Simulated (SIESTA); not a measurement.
Worked example: relaxation of cell and atoms of ZrMnF6 (Fm-3m, 8 atoms in the cell) in SIESTA.

Level of theory: SIESTA with GGA PBEsol, numerical atomic orbitals DZP, PseudoDojo PBEsol standard norm-conserving potentials (rewritten from UPF to PSML).

```yaml
crystal:
  lattice:
    - [0.00000, 4.13559, 4.13559]
    - [4.13559, 0.00000, 4.13559]
    - [4.13559, 4.13559, 0.00000]
  atoms:
    - { symbol: Zr, position: [0.50000, 0.50000, 0.50000] }
    - { symbol: Mn, position: [0.00000, 0.00000, 0.00000], spin: 4.0 }
    - { symbol: F, position: [0.74500, 0.25500, 0.25500] }
    - { symbol: F, position: [0.25500, 0.74500, 0.74500] }
    - { symbol: F, position: [0.25500, 0.74500, 0.25500] }
    - { symbol: F, position: [0.74500, 0.25500, 0.74500] }
    - { symbol: F, position: [0.25500, 0.25500, 0.74500] }
    - { symbol: F, position: [0.74500, 0.74500, 0.25500] }
```
(The spins are starting values, not results.)

Reference input (self-consistent single point, DFT, GGA PBEsol, numerical atomic orbitals DZP, PseudoDojo PBEsol standard norm-conserving potentials (rewritten from UPF to PSML)): XC.functional = GGA; XC.authors = PBEsol; potentials = PseudoDojo PBEsol standard; PAO.BasisSize = DZP; PAO.EnergyShift = 0.01 Ry; MeshCutoff = 400 Ry; kgrid.MonkhorstPack = 4 4 4; OccupationFunction = FD; ElectronicTemperature = 0.02 eV; Spin = polarized; DM.InitSpin = [1 +0.00, 2 +4.00, 3 +0.00, 4 +0.00, 5 +0.00, 6 +0.00, 7 +0.00, 8 +0.00]; MaxSCFIterations = 150. This run's input differs from it in these lines:

```diff
@@ -59,2 +59,7 @@
 Diag.ParallelOverK           true
+MD.TypeOfRun                 CG
+MD.Steps                     40
+MD.MaxForceTol               0.02 eV/Ang
+MD.VariableCell              true
+MD.MaxStressTol              0.05 GPa
 WriteForces                  true
```

The program printed (abridged):

```
        iscf     Eharris(eV)        E_KS(eV)     FreeEng(eV)     dDmax    Ef(eV) dHmax(eV)
   scf:    1    -8360.930262    -8348.163779    -8348.163871  0.973725 -1.523937 10.750335
     spin moment: {S} , |S| = {        0.0        0.0    5.00000 }     5.00000
   scf:    2    -8351.944672    -8350.142867    -8350.142867  0.083326 -1.856685  8.238803
     spin moment: {S} , |S| = {        0.0        0.0    5.00000 }     5.00000
   scf:    3    -8353.401476    -8352.654763    -8352.654763  0.227493 -3.977550  1.403557
     spin moment: {S} , |S| = {        0.0        0.0    5.00000 }     5.00000
   [... lines left out ...]
     spin moment: {S} , |S| = {        0.0        0.0    5.00000 }     5.00000
   scf:   15    -8352.757775    -8352.757775    -8352.757775  0.000012 -3.161319  0.000668
     spin moment: {S} , |S| = {        0.0        0.0    5.00000 }     5.00000
   scf:   16    -8352.757775    -8352.757775    -8352.757775  0.000012 -3.161326  0.000598
     spin moment: {S} , |S| = {        0.0        0.0    5.00000 }     5.00000
   scf:   17    -8352.757775    -8352.757775    -8352.757775  0.000010 -3.161330  0.000529
     spin moment: {S} , |S| = {        0.0        0.0    5.00000 }     5.00000
SCF Convergence by DM+H criterion
max |DM_out - DM_in|         :     0.0000098397
max |H_out - H_in|      (eV) :     0.0005288761
SCF cycle converged after 17 iterations

Using DM_out to compute the final energy and forces

siesta: E_KS(eV) =            -8352.7578

siesta: E_KS - E_eggbox =     -8352.7578

siesta: Atomic forces (eV/Ang):
     1    0.000000    0.000000    0.000000
     2   -0.000000   -0.000000   -0.000000
     3    0.070613   -0.000012   -0.000012
     4   -0.070613    0.000012    0.000012
     5   -0.000012    0.070613   -0.000012
     6    0.000012   -0.070613    0.000012
     7   -0.000012   -0.000012    0.070613
     8    0.000012    0.000012   -0.070614
   Tot   -0.000001   -0.000001   -0.000001
   Max    0.070614
   Res    0.035307    sqrt( Sum f_i^2 / 3N )
   Max    0.070614    constrained

   [... lines left out ...]
siesta: Pressure (static):        -48.42262861  kBar
siesta: Pressure (total):        -48.42262861  kBar
No target stress found, assuming hydrostatic MD.TargetPressure.
Target stress (kBar)
outcell: Cell volume (Ang**3)        :    133.7285
        iscf     Eharris(eV)        E_KS(eV)     FreeEng(eV)     dDmax    Ef(eV) dHmax(eV)
siesta: Pressure (static):          0.22798110  kBar
siesta: Pressure (total):          0.22798110  kBar
outcell: Cell volume (Ang**3)        :    133.7285
siesta: FreeEng =     -8352.874462
   [... lines left out ...]
     1     1.148195   10.851805    0.070673  Zr
     2     0.837607   14.162393    4.797176  Mn
     3    -0.330967    7.330967    0.022025  F
     4    -0.330967    7.330967    0.022025  F
     5    -0.330967    7.330967    0.022025  F
     6    -0.330967    7.330967    0.022025  F
     7    -0.330967    7.330967    0.022025  F
     8    -0.330967    7.330967    0.022025  F
 Total    -0.000000                5.000000
```

The run converged. 

Summary of the result:
Free energy E − TS: -8352.8745 eV
Top of the valence band (on the code's own zero): -4.66 eV
Gap on the k-point mesh: 2.11 eV
Pressure: 0.02 GPa
Size of the cell's spin moment: 5.00 μB
Site moments (μB, in the program's spheres or projections): Zr 0.07, Mn 4.80, F 0.02, F 0.02, F 0.02, F 0.02, F 0.02, F 0.02
Final cell: a = b = c = 5.7368 Å, α = β = γ = 60.07°
Final volume per atom: 16.72 Å³
Relaxation steps: 10

The starting cell comes from a database of computed structures (which also holds hypothetical and non-ambient phases and stackings), without a prior relaxation at this level. Its lattice was rescaled by a random factor within 2.5 % of one. With one magnetic atom in the cell only a parallel order is possible. Values carry the incompleteness of an atom-centred basis.

Cost on one core of a shared machine: roughly 3 min.
